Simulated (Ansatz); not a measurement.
CeB4 (P4/mbm, No. 127) was calculated with r²SCAN (Ansatz, a program for electronic structure, plane waves, PAW).

Numerical settings: plane-wave cutoff 500 eV, 6×6×10 k mesh (along the axes of the cell as run), Fermi–Dirac smearing 0.05 eV, no spin polarisation, scalar-relativistic PAW data made under PBE.

Computed at the level's own relaxed cell.

Problem. Predict the equilibrium volume per atom, lattice constant a and c axis length.

Solution. 
* **equilibrium volume per atom**: 10.49 Å³/atom
* **lattice constant a**: 7.177 Å
* **c axis length**: 4.074 Å

Note: the relaxation could not lower the start's symmetry, so the cell can be a saddle point above a distorted one; the 4f shell is treated without U or exact exchange, so its levels and filling can be wrong.

Spin–orbit coupling is not included.

Computed values are for the static lattice.

Cost on a shared machine: around 9 core-minutes (rough).
